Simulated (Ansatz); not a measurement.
We consider Zn5InGaO8 (model structure, R3m, No. 160, 15 atoms in the cell), described by r²SCAN+SOC in Ansatz (plane waves, PAW).

Run with plane-wave cutoff 560 eV, 20×20×20 k mesh, Fermi–Dirac smearing 0.05 eV, PAW data made under PBE.

Cell (relaxed with PBEsol):

```xyz
15
Lattice="1.6363 0.9447 19.0223 -1.6363 0.9447 19.0223 0.0000 -1.8895 19.0223" Properties=species:S:1:pos:R:3 pbc="T T T"
In     0.0000     0.0000     0.0361
O      0.0000     0.0000    39.1763
Zn     0.0000     0.0000    41.1279
O      0.0000     0.0000     3.7034
Zn     0.0000     0.0000     5.6656
O      0.0000     0.0000    44.3300
Ga     0.0000     0.0000    46.3047
O      0.0000     0.0000     8.2657
O      0.0000     0.0000    48.2854
Zn     0.0000     0.0000    10.8511
O      0.0000     0.0000    12.8195
Zn     0.0000     0.0000    51.4776
O      0.0000     0.0000    53.4452
Zn     0.0000     0.0000    16.0110
O      0.0000     0.0000    17.9682
```

**Question.** What does this level give for the band gap?

**Answer.** 
- band gap = 1.39 eV (on the SCF k mesh)

Note: the relaxation could raise the start's symmetry but not lower it, so the cell can be a saddle point; cell and atoms aren't relaxed at this level (largest force component 0.08 eV/Å).

The computed numbers hold no vibrational or temperature effects.

The result took around 9 core-hours (rough).

A model structure was made by putting elements into a prototype or built by hand; it is no filed structure, need not be a known phase, and can be a saddle point held by its symmetry.

Ansatz is an electronic-structure program.
